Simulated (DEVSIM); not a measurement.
Ge p-i-n diode

Device: Ge p-i-n diode, at 300 K.

```tsv
layer (left to right)	material	thickness (μm)	Nd (cm⁻³)	Na (cm⁻³)	τn (s)	τp (s)
1	Ge	1.20	-	3.2e17	0.00017	0.00017
2	Ge	0.230	1.9e11	-	0.00017	0.00017
3	Ge	0.590	5.1e17	-	0.00017	0.00017
```

Left contact: ohmic. Right contact: ohmic. Voltage is applied to the left contact. Recombination: SRH at mid-gap, radiative, Auger. Mobility is constant in doping.

This is a model device: material constants are rounded textbook-type values typed into the input, and sizes, dopings and lifetimes were drawn at random. Values at 300 K.

```csv
parameter,Ge
gap (eV),0.664
affinity (eV),4
permittivity,16
Nc (cm⁻³),1.04e19
Nv (cm⁻³),6e18
μn (cm²/Vs),3900
μp (cm²/Vs),1900
B (cm³/s),6.4e-14
Cn (cm⁶/s),1e-31
Cp (cm⁶/s),1e-31
```

Simulated with DEVSIM: 1D drift-diffusion, Boltzmann statistics, complete ionisation; no tunnelling, impact ionisation, image-force lowering or self-heating.

- Potential step across the device at zero bias = 0.510 V
- Dark forward voltage at 1 A/cm² = 0.210 V
- Dark forward voltage at 100 A/cm² = 0.329 V

Dark forward current:

| V (V) | J (A/cm²) |
|---|---|
| 0.05 | 0.0018 |
| 0.10 | 0.014 |
| 0.15 | 0.099 |
| 0.20 | 0.68 |
| 0.25 | 4.7 |
| 0.30 | 33 |
| 0.35 | 220 |
| 0.40 | 1500 |
| 0.45 | 8500 |
